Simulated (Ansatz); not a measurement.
## Ga₂O₃ (Cmcm, No. 63, 10 atoms in the cell; start mp-13134; a measured phase of this formula has another space group)

Level of theory: r²SCAN+rVV10 (plane waves, PAW; Ansatz, an electronic-structure program).

Run with plane-wave cutoff 560 eV, 12×12×6 k mesh (along the axes of the cell as run), Fermi–Dirac smearing 0.01 eV, scalar-relativistic PAW data made under PBE.

Cell (relaxed at this level):

```
CELL_PARAMETERS angstrom
      1.38529    -4.60987     0.00000
      1.38529     4.60987     0.00000
      0.00000     0.00000     7.15026
ATOMIC_POSITIONS crystal
  Ga 0.24755 0.75245 0.25000
  Ga 0.75245 0.24755 0.75000
  Ga 0.00000 0.00000 0.50000
  Ga 0.00000 0.00000 0.00000
  O  0.36249 0.63751 0.92450
  O  0.63751 0.36249 0.07550
  O  0.63751 0.36249 0.42450
  O  0.36249 0.63751 0.57550
  O  0.10560 0.89440 0.75000
  O  0.89440 0.10560 0.25000
```

```yaml
band_gap: 2.35 eV (indirect)
smallest_direct_gap_on_the_k_points_sampled: 2.38 eV
```

Spin–orbit coupling is not included.

Static lattice: no zero-point or thermal effects.

A start named mp-… is a Materials Project structure, which need not be a measured phase.
